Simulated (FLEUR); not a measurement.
A short convergence ladder for Ir (Fm-3m, 1 atom in the cell)

```xyz
1
Lattice="0.0000 1.9104 1.9104 1.9104 0.0000 1.9104 1.9104 1.9104 0.0000" Properties=species:S:1:pos:R:3 pbc="T T T"
Ir     0.0000     0.0000     0.0000
```

Base method: FLEUR with PBE, all-electron FLAPW (FLEUR), scalar-relativistic valence.

Base settings: Kmax = 4.2 1/bohr; GmaxXC = 14.7 1/bohr; xcFunctional = pbe; jspins = 1; l_soc = F; mode = hist; fermiSmearingEnergy = 0.00367493 Htr; mesh (inpgen div1-3) = 5 5 5; inpgen gamma flag = false; Gmax = 14.7 1/bohr.

**The density cutoff**

Moved along: GmaxXC.

The mesh stays at the base's, so the ladder's end is converged at best in this setting alone.

Only quantities that move along the ladder and can be compared are tabulated.

```tsv
Gmax	free energy less the last step's (meV/atom)
8.4 1/bohr	0.73
9.4 1/bohr	-0.04
10.3 1/bohr	0.07
11.9 1/bohr	0.00
13.3 1/bohr	0.00
14.5 1/bohr	0.00
14.7 1/bohr	0.00
16.8 1/bohr	0.00
```

Coarsest Gmax that holds the free energy within 0.5 meV/atom of the last step, with all finer ones: 9.4 1/bohr; the step before is off by 0.73 meV/atom.

On the base run: the starting cell has typed, rounded lattice constants, without a prior relaxation at this level. Its lattice was rescaled by up to half a per cent. Spin polarisation is off. Values depend on the basis (sphere radii, cutoffs, local orbitals), which need not be converged.
